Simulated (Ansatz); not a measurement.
fcc Rh (0 0 1) on cubic SrTiO3 (0 0 1) (film strained to the substrate, started from cuts of the bulks and a machine-learned relaxation; slabs Sr3Ti4O11 and Rh12, which can lie off the formulas)

A periodic stack without vacuum, fcc Rh (0 0 1) on cubic SrTiO3 (0 0 1) (film strained to the substrate, started from cuts of the bulks and a machine-learned relaxation; slabs Sr3Ti4O11 and Rh12, which can lie off the formulas): substrate slab Sr3Ti4O11, film Rh12, surface cells [[0, 1], [-1, 0]] and [[0, -1], [2, 1]], film strained by +2.8 and +2.8 %, outermost planes OTi/OTi and Rh/Rh as cut, which need not be the usual terminations and can put a slab off its formula.

The start was prepared with a machine-learned potential, and the result is one local minimum, with the in-plane cell held and forces under 0.04 eV/Å; the film can end far from its bulk form.

All values below come from PBE (plane waves to 420 eV, PAW; Ansatz, a program for electronic structure). Scalar-relativistic, without spin–orbit coupling; the runs are not spin-polarised; PBE gaps are too small against experiment. Its k-point mesh 8×8×1, Fermi–Dirac width 0.05 eV.

- interface area: 15.5 Å²
- period: 25.18 Å
- heights between the nearest atoms of the two slabs at the two interfaces: 2.02 and 2.03 Å
- Rh–Ti contacts across the interfaces within 1.22 times the sum of covalent radii: 8, mean 2.83 Å
- O–Rh contacts across the interfaces within 1.22 times the sum of covalent radii: 4, mean 2.08 Å

```xyz
30
Lattice="3.9358 -0.0008 -0.1228 -0.0034 3.9340 -0.1486 -1.1735 -2.9564 25.3557" Properties=species:S:1:pos:R:3 pbc="T T T"
Sr    -0.2922    -0.5661     2.9613
Ti     1.6157     1.3393     0.8556
O     -0.3493     1.3381     0.9681
O      1.6206    -0.6263     0.9786
O      1.6805     1.4243     2.8140
Sr    -0.1768    -0.4339     6.8836
Ti     1.7278     1.4513     4.7854
O     -0.2220     1.5162     4.8405
O      1.7478    -0.4547     4.8534
O      1.8076     1.5850     6.7470
Sr    -0.0474    -0.2617    10.8096
Ti     1.8445     1.6019     8.7172
O     -0.0948     1.6698     8.7749
O      1.8761    -0.3016     8.7878
O      1.9292     1.7292    10.6789
Ti     1.9881     1.7976    12.6421
O      0.0170     1.7911    12.6496
O      1.9849    -0.1733    12.6646
Rh     2.1094     1.9471    16.5358
Rh     0.1420    -0.0209    16.6334
Rh     0.0827     1.8757    14.7253
Rh     2.0525    -0.0918    14.7395
Rh     2.2299    -1.8435    20.4070
Rh     0.2602     0.1246    20.4022
Rh     0.2029    -1.9151    18.5931
Rh     2.1691     0.0511    18.4492
Rh     2.3463    -1.7011    24.1260
Rh     0.3767     0.2663    24.1117
Rh     0.3199    -1.7714    22.3158
Rh     2.2873     0.1963    22.2183
```
